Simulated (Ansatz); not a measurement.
System: SnPt (P6₃/mmc, No. 194). Method: PBEsol (Ansatz, a program for electronic structure, plane waves, PAW).

Run with plane-wave cutoff 520 eV, 18×18×10 k mesh (along the axes of the cell as run), Fermi–Dirac smearing 0.05 eV, scalar-relativistic PAW data made under PBE.

Cell (relaxed at this level):

```cif
data_Pt2Sn2
_chemical_formula_sum 'Sn2 Pt2'
_space_group_name_H-M_alt 'P63/mmc'
_space_group_IT_number 194
_space_group_name_Hall '-P 6c 2c'
_cell_length_a 4.12272
_cell_length_b 4.12272
_cell_length_c 5.44106
_cell_angle_alpha 90.000
_cell_angle_beta 90.000
_cell_angle_gamma 120.000
loop_
_atom_site_label
_atom_site_type_symbol
_atom_site_symmetry_multiplicity
_atom_site_Wyckoff_symbol
_atom_site_fract_x
_atom_site_fract_y
_atom_site_fract_z
_atom_site_occupancy
Sn1 Sn 2 c 0.33333 0.66667 0.25000 1
Pt1 Pt 2 a 0.00000 0.00000 0.00000 1
```

Question: Predict the bulk modulus.

Answer: 
- bulk modulus: 146 GPa

The run finds no gap.

Note: the bulk modulus is −V dP/dV from two relaxed cells at ±2 % in volume.

Spin–orbit coupling is not included.
